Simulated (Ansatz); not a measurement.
**A constructed model of the (100) surface of bcc Fe, ferromagnetic, a layer of Sc in place of the second plane (bottom of the slab: a bare face, its two planes held)**

Level of theory: PBE (plane waves to 420 eV, PAW; Ansatz, an electronic-structure program).

Slab: 6 atoms, 7.5 Å thick at the start (thin: gaps and levels are the slab's own); k 13x13x1, smearing 0.1 eV, dipole-corrected; 2 atoms held, the rest relaxed; held to the start's symmetry, so lower structures may exist; spin-polarised, ending with about 11.1 μB a cell; orders that need a larger cell were not tried, no spin-orbit, no U. It is one candidate, not shown to be the stable structure of the face.

```json
{
 "work_function_of_the_top_face": "4.03 eV",
 "energy_released_by_relaxation": "0.34 eV",
 "magnetic_moment_of_the_cell": "11.09 μB",
 "cost": "about 5 core-minutes (a rough figure)"
}
```
